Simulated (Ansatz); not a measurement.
Consider B vacancy in zinc-blende BAs, charge state -3. Computed with PBE, PAW (plane waves to 420 eV; Ansatz, a program for electronic structure).

Cell of 64 host sites held at the relaxed PBE lattice; one k-point at (0.250, 0.250, 0.250); Fermi-Dirac width 0.01 eV, spin-restricted; finite-size errors left in. No zero-point or tunnelling terms. The charge state is imposed; whether it is stable for some Fermi level was not computed. Forms of the defect that were not tried may lie lower.

Barriers: single points on a 2×2×2 k-point mesh shifted by half a step at the bands' geometries (they differ from the bands' own by up to 0.08 eV, and are uncertain by about as much).

The only route run: a nearby B atom hops onto the vacant site; the atom moves 3.40 Å along (0.00, 0.50, -0.50) of the unit cell; the moving atom starts with neighbours As at 2.06, As at 2.08, 2 As at 2.10 Å and ends with As at 2.06, As at 2.08, 2 As at 2.10 Å. Its barrier is 3.09 eV. The saddle point's order was not checked. The defect has 12 equivalent sites to jump to, 3.40 Å away. Attempt frequency: take 10 THz as a typical guess.

Estimate the defect's diffusion coefficient at 1200 K, how far it wanders in 1 s, and how much an error of 0.1 eV in the barrier would matter.

kT = 0.1034 eV, so each jump happens at Γ = ν exp(−E/kT) = 1.0e13 × exp(−29.88) ≈ 1.1e+00 s⁻¹. For uncorrelated jumps in a cubic host D = z λ² Γ / 6 = 12 × (3.40e-8 cm)² × 1.1e+00 / 6 ≈ 2.5e-15 cm²/s. The root-mean-square distance is √(6Dt) ≈ 1 nm. An error of 0.1 eV changes D by a factor exp(0.1/kT) ≈ 2.6, and the distance by its square root. This is the isolated defect's own diffusivity; trapping, its concentration and zero-point motion are left out.
